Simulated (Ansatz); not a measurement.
Given:

```
CELL_PARAMETERS angstrom
      3.08961     0.00000     0.00000
      0.00000     3.08961     0.00000
      1.54481    -1.54481     1.61680
ATOMIC_POSITIONS crystal
  W  0.00000 0.00000 0.00000
```

No spin polarisation.

Level of theory: r2SCAN in Ansatz (plane waves to 500 eV, PAW, no spin-orbit coupling). k-mesh 29×29×29 (Γ-centred); smearing 0.1 eV (Fermi–Dirac).

Problem. Predict the pressure and band gap.

Solution. 
- Pressure (mean of the normal stresses, compression positive) = 10.7 GPa
- Band gap = zero

The cells carry an imposed strain or load. No phonon test of stability was made. The final runs are not spin-polarised. The cell was made from W in the bcc (W type) structure (space group Im-3m, No. 229) by this change: biaxial strain −2.50 %, plane normal [001], relaxed out of plane.

Ansatz is a first-principles code.
